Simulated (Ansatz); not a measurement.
# Pressure series in AlN

Consider AlN in the zinc blende structure (space group F-43m, No. 216).

```
CELL_PARAMETERS angstrom
      0.00000     2.20161     2.20161
      2.20161     0.00000     2.20161
      2.20161     2.20161     0.00000
ATOMIC_POSITIONS crystal
  N  0.75000 0.75000 0.75000
  Al 0.00000 0.00000 0.00000
```

Cell and atoms are relaxed at each pressure.

Levels (all Ansatz, a quantum-chemistry and plane-wave program, PAW): PBE (420 eV, no spin-orbit coupling); r2SCAN (500 eV, scalar-relativistic without spin-orbit coupling).

The base cell above is that of PBE; each level relaxes its own structures.

| case | band gap, PBE | band gap, r2SCAN |
|---|---|---|
| pressure −2 GPa | 3.31 eV | 3.93 eV |
| pressure −1 GPa | 3.31 eV | 3.94 eV |
| pressure 0.3 GPa | 3.31 eV | 3.94 eV |
| pressure 0.7 GPa | 3.31 eV | [?] |
| pressure 1.5 GPa | 3.32 eV | 3.95 eV |
| pressure 3 GPa | 3.32 eV | [?] |
| pressure 5 GPa | 3.33 eV | [?] |
| pressure 7.5 GPa | 3.33 eV | 3.97 eV |
| pressure 10 GPa | 3.34 eV | [?] |

**Question.** Some entries are withheld; estimate them.

**Answer.** 
- pressure 0.7 GPa, band gap, r2SCAN: 3.94 eV
- pressure 3 GPa, band gap, r2SCAN: 3.95 eV
- pressure 5 GPa, band gap, r2SCAN: 3.96 eV
- pressure 10 GPa, band gap, r2SCAN: 3.98 eV

PBE lies below r2SCAN in every row, by 0.63 eV to 0.64 eV. Near ties aside, they put the cases in the same order.

Load acts through the strain it causes; cell and atoms are relaxed under it. No phonon test of stability was made. Tetrahedral semiconductors of this kind turn to denser phases somewhere between about 1 and 50 GPa; those were not computed, so compressed cells here can lie past the real transition. This is not the structure that AlN has at room temperature and ambient pressure.
